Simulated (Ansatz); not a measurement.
Consider Al2Cu (space group I4/mcm, No. 140; a = 6.0594 Å, c = 4.8739 Å). Axes: x, y, z lie along a, b, c of the conventional cell.

The values are results of PBE in Ansatz (plane waves to 420 eV, PAW, no spin-orbit coupling), earlier PAW set, not measurements.

It is then changed as follows: every lattice vector is stretched by 1.22 %, atoms relaxed at fixed cell.

Problem. Predict the stress tensor and what it implies for the stiffness.

Solution. Stress of the strained cell less that of the base (GPa, compression positive):
```
   -3.4     0.0     0.0
    0.0    -3.4     0.0
    0.0     0.0    -3.2
```

Then B = −ΔP/(ΔV/V₀) with ΔV/V₀ = 0.0370 gives secant stiffness values (nonlinear terms included at this strain): B (at held cell shape, above the free-shape value) ≈ 90 GPa.

As a check, the harmonic strain energy −½ V₀ Δσ:ε is 5.7 meV/atom; the computed energy rise is 6.0 meV/atom.

Whether these cells are dynamically stable was not tested. The final runs are not spin-polarised.

Ansatz is a quantum-chemistry and plane-wave program.
